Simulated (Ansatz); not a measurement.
## What biaxial strain −3.90 %, plane normal [001], relaxed out of plane does to SiO2

Base system: SiO2 (space group P4_12_12, No. 92; a = 4.9797 Å, c = 6.9166 Å). Axes: x, y, z lie along a, b, c of the conventional cell.

The change: compressive biaxial strain of 3.90 % in the plane normal to [001], as in epitaxy on a mismatched substrate; the out-of-plane cell vector and the atoms relax.

Computed with r2SCAN in Ansatz (plane waves to 500 eV, PAW, no SOC), earlier PAW set. k-mesh 6×6×4 (Γ-centred); smearing 0.05 eV (Fermi–Dirac).

```tsv
quantity	base	changed	shift
volume per atom	14.29 Å³	13.06 Å³	-1.23 Å³
shortest interatomic distance	3.047 bohr	3.045 bohr	-0.002 bohr
pressure (mean of the normal stresses, compression positive)	0.00 GPa	1.88 GPa	+1.886 GPa
band gap	6.35 eV	6.56 eV	+0.21 eV
gap character	direct at Γ	direct at Γ	–
width of the top valence band	0.61 eV	0.53 eV	-0.08 eV
hole mass	1.7 mₑ along c, 2.0 mₑ across (at Γ)	1.9 mₑ out of plane, 2.1 mₑ in plane (at Γ)	–
valence-band top at Γ (three highest levels, from the VBM)	0.00, -0.31, -0.31 eV	0.00, -0.41, -0.41 eV	–
out-of-plane strain	–	-1.03 %	–
ratio −ε⊥/ε∥	–	-0.26	–
mean in-plane stress (compression positive)	–	+2.8 GPa	–
```

Masses are band curvatures over ±0.01 Å⁻¹ around the edge. Whether these cells are dynamically stable was not tested.

Ansatz is a first-principles code.
